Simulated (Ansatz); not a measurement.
CuGaSe2: transverse stress against strain

CuGaSe2 (chalcopyrite, I-42d, 22.644 Å³/atom at rest, c along z) under a strain ε along c (axis z), the other axes held. PBE in Ansatz, a plane-wave DFT program (PAW, default set), 420 eV, 8×8×8 Γ-centred mesh, Fermi-Dirac smearing 0.05 eV; ions are relaxed within the symmetry of each cell. Stress is positive for a compressed cell.

Here s stands for strain and y for stress xx.

```csv
strain (%),stress xx (GPa)
-3.00,?
-1.50,0.76
-0.75,0.37
0.00,0.00
0.75,-0.35
1.50,-0.68
```

Fit y of the 5 rows that show it with a straight line. Means: s 0, y 0.020. About the means, the sum of products is -2.7000 and the sum of squares of s is 5.6250; the slope is their ratio. Least squares gives y = 0.020 - 0.4800·s. Residuals (row less fit): 0.020, -0.010, -0.020, -0.010, 0.020; standard error 0.022 (degrees of freedom: 3). The slope gives the elastic constant C13 = 48 ± 0.9 GPa.

Predict the withheld y at s = -3.00 from the fit, and compare with the calculation.

y = 0.020 - 0.4800 × (-3.00) = 1.460 GPa. The calculation gives 1.60 GPa, 0.140 GPa above the prediction (6.1 % of the range of y in the table). The row lies outside the fitted rows, so this is an extrapolation. From the scatter of the fitted rows alone, a prediction at this place has a standard error of 0.036 GPa, so the miss is 3.9 times that.

One order more, fitted to all 9 runs of the series, follows each within 0.01, so the miss is the next term of a smooth law. This level leaves no gap over 0.05 eV at strain -1.50, -0.75, 0.00, 0.75, 1.50, where the mesh may be coarse. Rows are the converged runs of the series near zero and its far end; series whose fitted rows scatter by over a few per cent of the range, as at a crossing or softening among them, aren't shown in this form. Most that stay on the fit to the last digits aren't either.
